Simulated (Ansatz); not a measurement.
An Ansatz (a first-principles code) input (PBEsol (Ansatz), without spin-orbit coupling):

Ansatz 0.2 input:
```yaml
crystal:
  lattice:
    - [3.923381371, 0, 0]
    - [0, 3.923381371, 0]
    - [1.9616906855, -1.9616906855, 2.7030800092]
  atoms:
    - { symbol: S, position: [0, 0, 0] }
    - { symbol: Hg, position: [0.5, 0.5, 0] }
basis: { ecutwfc: 420, ecutrho_ratio: 4, xc_grid: 2, fft_grid_basis: typed }
kpoints: { mp_grid: { grid: [18, 18, 18] } }
hamiltonian:
  xc: pbesol
  dispersion: none
  pseudopotentials: { kind: paw }
scf: { occupations: { method: fermi_dirac, width: 0.1 } }
relax: { f_tol: 0.005, max_steps: 50, cell: { stress_tol: 0.01, fix: [a, b, gamma] } }
output: { forces: true, stress: true }
checkpoint: { write: state.ck, write_every: 1000 }
```

Question: Which symmetry and how many k-points will the program report, and about how many plane waves at Γ?

Answer: Space group I4/mmm (ITA 139) with 16 operations, k-points 480 of 5832, and 845 plane waves at Γ.

Question: And the final pressure?

Answer: -1.04 GPa (compression positive).

The cells carry an imposed strain or load. Stability against distortions was not tested. All final runs are without spin polarisation. The cell was made from HgS in the rock salt structure (space group Fm-3m, No. 225; a model cell, its experimental status unchecked) by this change: biaxial strain +1.74 %, plane normal [001], relaxed out of plane. This is not the structure that HgS has at room temperature and ambient pressure.
